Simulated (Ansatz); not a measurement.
# TeS2 in the CdI2 type structure (space group P-3m1, No. 164; a hypothetical phase, not in the database extracts checked; layered)

```cif
data_S2Te
_chemical_formula_sum 'Te1 S2'
_space_group_name_H-M_alt 'P-3m1'
_space_group_IT_number 164
_space_group_name_Hall '-P 3 2"'
_cell_length_a 3.74295
_cell_length_b 3.74295
_cell_length_c 5.46174
_cell_angle_alpha 90.000
_cell_angle_beta 90.000
_cell_angle_gamma 120.000
loop_
_atom_site_label
_atom_site_type_symbol
_atom_site_symmetry_multiplicity
_atom_site_Wyckoff_symbol
_atom_site_fract_x
_atom_site_fract_y
_atom_site_fract_z
_atom_site_occupancy
Te1 Te 1 a 0.00000 0.00000 0.00000 1
S1 S 2 d 0.33333 0.66667 0.28533 1
```

Method: Ansatz (a program for electronic structure) PBEsol-D3(BJ), scalar-relativistic without spin-orbit coupling. k-mesh 14×14×9 (Γ-centred); smearing 0.05 eV (Fermi–Dirac).

* **Volume per atom**: 22.09 Å³
* **Density**: 4.80 g/cm³
* **Band gap**: zero
* **Total energy**: -2890.710 eV/atom (σ→0; compares only within this code and set-up)

Spin-orbit coupling, missing from the scalar runs, can matter with Te. Whether these cells are dynamically stable was not tested. The final runs are not spin-polarised. A zero or small gap of TeS2 can be the functional's error rather than a property of the material.
